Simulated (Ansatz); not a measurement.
For ZrSe2 (model structure, started from the anatase type, I4₁/amd, No. 141, 6 atoms in the cell), PBEsol (plane waves, PAW; Ansatz, a quantum-chemistry and plane-wave program) gives:

```
Property                        Value
---------------------  --------------
lattice constant a            5.290 Å
c axis length                10.901 Å
enthalpy of formation  -1.199 eV/atom
```

Problem. What does PBE-D3(BJ) (PAW; Ansatz) give for the same quantities?

Solution. 
- lattice constant a: 5.307 Å (grows by 0.3 %)
- lattice parameter c: 10.762 Å (drops by 1.3 %)
- formation enthalpy: -1.187 eV/atom (moves by +0.012 eV/atom)

Changes are worked out from the printed values.

Unless a cell is named, each level is at its own relaxed cell (PBEsol 25.42, PBE-D3(BJ) 25.26 Å³/atom).

Ansatz's density-functional and Hartree–Fock values are scalar-relativistic unless marked +SOC, with PAW data made under PBE.

A model structure was made by putting elements into a prototype or built by hand; it is no filed structure, need not be a known phase, and can be a saddle point held by its symmetry.
